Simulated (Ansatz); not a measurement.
**Zn3In2O6: response to strain**

Take Zn$_{3}$In$_{2}$O$_{6}$ (space group R3m, No. 160; a cell from a computed database, its experimental status unchecked) as the base.

```xyz
11
Lattice="1.7045 0.9841 13.8839 -1.7045 0.9841 13.8839 0.0000 -1.9682 13.8839" Properties=species:S:1:pos:R:3 pbc="T T T"
Zn     0.0000     0.0000    10.9247
Zn     0.0000     0.0000    30.7593
Zn     0.0000     0.0000     5.4630
In     0.0000     0.0000     0.0189
In     0.0000     0.0000    35.9509
O      0.0000     0.0000    38.1220
O      0.0000     0.0000     3.4932
O      0.0000     0.0000     8.1103
O      0.0000     0.0000    33.7464
O      0.0000     0.0000    12.8588
O      0.0000     0.0000    28.7956
```

Cartesian axes are those of the cell as printed.

Strains are applied to the cell and any free atomic positions relax; under biaxial strain the out-of-plane vector relaxes too; under stress the whole cell relaxes.

Computed with plane-wave PAW DFT at the PBEsol level (Ansatz, a first-principles code, 420 eV), scalar-relativistic without spin-orbit coupling.

Notes on the quantities. energy relative to the base: free energy F.

| change | band gap | energy relative to the base | shortest interatomic distance |
|---|---|---|---|
| base | 0.58 eV | 0 meV/atom | 1.934 Å |
| biaxial strain +4.70 %, plane normal [001], relaxed out of plane | 0.51 eV | +42 meV/atom | 1.915 Å |
| uniaxial stress, 8 GPa tension along z | 0.42 eV | +15 meV/atom | 1.948 Å |
| tensor shear ε_yz = −0.92 % | 0.57 eV | +0.6 meV/atom | 1.934 Å |
| uniaxial stress, 5 GPa tension along z | 0.50 eV | +6.0 meV/atom | 1.955 Å |

Stability under load was not tested beyond the relaxation.
